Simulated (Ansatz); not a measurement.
Computed with PBE (plane waves to 420 eV, PAW; Ansatz, an electronic-structure program).

Host crystal: wurtzite GaN, with a band gap (PBE, scalar-relativistic without spin-orbit coupling).

Planar average of the electrostatic potential across the slab, in eV from the highest filled level, for Al on the (0001) surface of wurtzite GaN (2x2 with 3 H on 4 top atoms; a constructed slab, bottom: 3 H on 4 bottom sites), one in a cell of 36 Å², started at the site 'hollow H':

| z (Å) | V (eV) |
|---|---|
| 5.28 | 2.64 |
| 5.57 | 2.64 |
| 5.87 | 2.64 |
| 6.16 | 2.64 |
| 6.45 | 2.64 |
| 6.75 | 2.64 |
| 7.04 | 2.64 |
| 7.33 | 2.64 |
| 7.63 | 2.63 |
| 7.92 | 2.63 |
| 8.21 | 2.61 |
| 8.51 | 2.57 |
| 8.80 | 2.47 |
| 9.09 | 2.24 |
| 9.39 | 1.52 |
| 9.68 | 0.27 |
| 9.97 | 0.23 |
| 10.27 | -3.14 |
| 10.56 | -9.37 |
| 10.85 | -12.49 |
| 11.15 | -10.66 |
| 11.44 | -7.92 |
| 11.73 | -6.19 |
| 12.03 | -3.21 |
| 12.32 | -0.06 |
| 12.61 | 0.26 |
| 12.91 | -3.88 |
| 13.20 | -9.83 |
| 13.49 | -12.09 |
| 13.79 | -9.83 |
| 14.08 | -7.45 |
| 14.37 | -5.77 |
| 14.67 | -2.71 |
| 14.96 | 0.28 |
| 15.25 | 0.27 |
| 15.55 | -4.17 |
| 15.84 | -9.99 |
| 16.13 | -11.83 |
| 16.43 | -9.42 |
| 16.72 | -7.24 |
| 17.01 | -5.54 |
| 17.31 | -2.41 |
| 17.60 | 0.45 |
| 17.89 | 0.22 |
| 18.19 | -4.43 |
| 18.48 | -10.15 |
| 18.77 | -11.68 |
| 19.07 | -9.16 |
| 19.36 | -7.07 |
| 19.65 | -5.30 |
| 19.95 | -2.12 |
| 20.24 | 0.62 |
| 20.53 | 0.16 |
| 20.83 | -4.53 |
| 21.12 | -9.98 |
| 21.41 | -11.33 |
| 21.71 | -8.88 |
| 22.00 | -6.84 |
| 22.29 | -5.03 |
| 22.59 | -1.92 |
| 22.88 | 0.78 |
| 23.17 | 0.99 |
| 23.47 | -0.14 |
| 23.76 | 0.73 |
| 24.05 | 1.51 |
| 24.35 | 1.81 |
| 24.64 | 2.26 |
| 24.93 | 3.10 |
| 25.23 | 3.73 |
| 25.52 | 4.06 |
| 25.81 | 4.24 |
| 26.11 | 4.34 |
| 26.40 | 4.39 |
| 26.69 | 4.41 |
| 26.99 | 4.42 |
| 27.28 | 4.43 |
| 27.57 | 4.43 |
| 27.87 | 4.44 |
| 28.16 | 4.44 |
| 28.45 | 4.44 |

Set-up: 47 atoms, 13.8 Å thick at the start with caps and adatoms under the adsorbate (thin: gaps and levels are the slab's own); mesh 4x4x1; 0.01 eV smearing; dipole correction on; 23 atoms held, the rest relaxed; no symmetry held; spin-polarised, ending with about 1.0 μB a cell; orders that need a larger cell were not tried, no spin-orbit, no U, no dispersion correction. At the end it is bonded to Ga. In PBE it is, or lies within 0.03 eV of, the lowest of the starts that converged.

**Question.** The surface cell has an area of 35.88 Å². What dipole along the normal does the step between the two vacuum levels imply?

**Answer.** the top vacuum level lies 1.80 eV above the bottom one; p = −ε₀ A ΔV (ε₀ = 0.005526 e/(V·Å)) gives -0.36 e·Å a cell.
